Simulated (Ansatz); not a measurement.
**AlRu under a change: biaxial strain −1.50 %, plane normal [001], relaxed out of plane**

Base system: AlRu in the CsCl type structure (space group Pm-3m, No. 221; a = 2.977 Å; relaxed with 0.1 eV smearing). Axes: x, y, z lie along the cube axes.

Modification: biaxial strain −1.50 %, plane normal [001], relaxed out of plane (Cartesian); in-plane vectors clamped, the third vector and the atoms free.

The values are results of DFT with PBEsol, PAW potentials and a 420 eV plane-wave cutoff in Ansatz (a program for electronic structure), without spin-orbit coupling, not measurements. k-mesh 19×19×19 (Γ-centred); smearing 0.1 eV (Fermi–Dirac).

The volume per atom falls by 0.20 Å³, from 13.19 Å³ to 12.99 Å³ and the space group changes from Pm-3m (No. 221) to P4/mmm (No. 123). The shortest interatomic distance drops by 0.013 Å to 2.565 Å and the energy goes up by 6.6 meV/atom. The pressure (mean of the normal stresses, compression positive) goes from zero to 3.6 GPa and the band gap is still zero. The out-of-plane strain is +1.49 % and the ratio −ε⊥/ε∥ amounts to 0.99. The mean in-plane stress (compression positive) comes out as +5.4 GPa.

Final structure (turned so that z lies along the plane normal):

```
CELL_PARAMETERS angstrom
      2.93238     0.00000     0.00000
      0.00000     2.93238     0.00000
      0.00000     0.00000     3.02126
ATOMIC_POSITIONS crystal
  Al 0.50000 0.50000 0.50000
  Ru 0.00000 0.00000 0.00000
```

No phonon test of stability was made. The final runs are not spin-polarised.
